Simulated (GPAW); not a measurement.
Band structure of Os (P6_3/mmc, 4 atoms in the cell).

```yaml
crystal:
  lattice:
    - [2.75459, 0.00000, 0.00000]
    - [-1.37729, 2.38555, 0.00000]
    - [0.00000, 0.00000, 8.86291]
  atoms:
    - { symbol: Os, position: [0.00000, 0.00000, 0.00000] }
    - { symbol: Os, position: [0.00000, 0.00000, 0.50000] }
    - { symbol: Os, position: [0.33333, 0.66667, 0.25000] }
    - { symbol: Os, position: [0.66667, 0.33333, 0.75000] }
```

Method of the run: PBE, GPAW PAW datasets PBE (gpaw-data 1.0.1) (plane waves; GPAW).

Settings: mode = pw; ecut = 550 eV; xc = PBE; kpts = 9 9 3; mesh shift (steps) = 0 0 0; occupations.name = methfessel-paxton; occupations.width = 0.1 eV; occupations.order = 0; nbands = -8; convergence.density = 1e-05 e/electron; convergence.energy = 1e-05 eV/electron; symmetry.symmorphic = false; symmetry.tolerance = 0.0005; maxiter = 120.

The starting cell was generated: these elements placed on a structure prototype, without a prior relaxation; it need not be a known phase or ordering of this composition. Its lattice was rescaled by a random factor within 2.5 % of one. Spin-orbit coupling is off. Spin polarisation is off.

Levels in eV from the Fermi level, bands 25 to 32:
| point | 25 | 26 | 27 | 28 | 29 | 30 | 31 | 32 |
|---|---|---|---|---|---|---|---|---|
| Γ | -2.52 | -2.37 | -2.37 | -0.82 | -0.82 | -0.20 | 0.00 | 0.00 |
| M | -1.03 | 0.29 | 1.30 | 2.07 | 2.12 | 2.25 | 2.26 | 2.53 |
| K | -1.35 | -1.35 | 0.19 | 0.19 | 1.28 | 1.46 | 1.46 | 1.59 |
| A | -2.70 | -2.70 | -1.98 | -1.98 | -0.34 | -0.34 | -0.34 | -0.34 |
| L | -0.85 | -0.85 | 1.10 | 1.10 | 2.13 | 2.13 | 2.49 | 2.49 |
| H | -1.33 | -1.33 | -0.30 | -0.30 | 1.49 | 1.49 | 1.83 | 1.83 |

Bands cross the Fermi level along this path, so the cell is metallic at this level.
